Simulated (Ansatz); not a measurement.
Start from TiSi$_{2}$ (space group Fddd, No. 70; a = 4.806 Å, b = 8.265 Å, c = 8.565 Å). Axes: x, y, z lie along a, b, c of the conventional cell.

Calculations: PBE in Ansatz (plane waves to 420 eV, PAW, no spin-orbit coupling), earlier PAW set.

For the base:

```
Item                             Value
-----------------------------  -------
Pressure                       0.0 GPa
Band gap                          zero
Shortest interatomic distance  2.534 Å
```

Now apply this change: uniaxial strain ε_zz = +0.80 %, all other strain components held at zero, atoms relaxed at fixed cell.

Task: What happens to the pressure, energy relative to the base, band gap and shortest interatomic distance?

Result: The pressure (mean of the normal stresses, compression positive) goes from zero to -1.3 GPa; the energy goes up by 1.1 meV/atom; the band gap stays zero; the shortest interatomic distance rises by 0.0132 Å, from 2.534 Å to 2.548 Å.

Without a gap, meshes like the base's 13×13×13 leave anisotropic stresses uncertain by several tenths of a GPa, and small strain energies with them. Whether these cells are dynamically stable was not tested. The final runs are not spin-polarised.

Ansatz is an electronic-structure program.
